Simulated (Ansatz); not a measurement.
Strongest site found for several adsorbates on fcc Rh (111).

Level of theory: PBE (plane waves to 420 eV, PAW; Ansatz, a first-principles code).

Counted are starts at which the adsorbate stayed whole and on top. Thin slabs; no dispersion, zero-point or thermal terms; negative values mean binding.

```csv
"adsorbate, area an adsorbate",reference,bonded to,E_ads (eV),shortest bond to the host (Å)
"S, 25 Å²",⅛ S8(g),3 Rh,(withheld),2.25
"O, 6 Å²",½ O2(g),3 Rh,-1.21,1.95
"O, 13 Å²",½ O2(g),3 Rh,-1.77,1.97
"N, 13 Å²",½ N2(g),3 Rh,(withheld),1.85
"S, 13 Å²",⅛ S8(g),3 Rh,(withheld),2.25
"S, 6 Å²",⅛ S8(g),Rh,(withheld),2.20
"N, 25 Å²",½ N2(g),3 Rh,-0.23,1.90
"C, 13 Å²",an atom of graphite,3 Rh,1.06,1.84
```

Task: Some entries are withheld; supply them.

Result: 
- S, 25 Å², E_ads (eV): -2.37
- N, 13 Å², E_ads (eV): 0.20
- S, 13 Å², E_ads (eV): -1.65
- S, 6 Å², E_ads (eV): -0.44
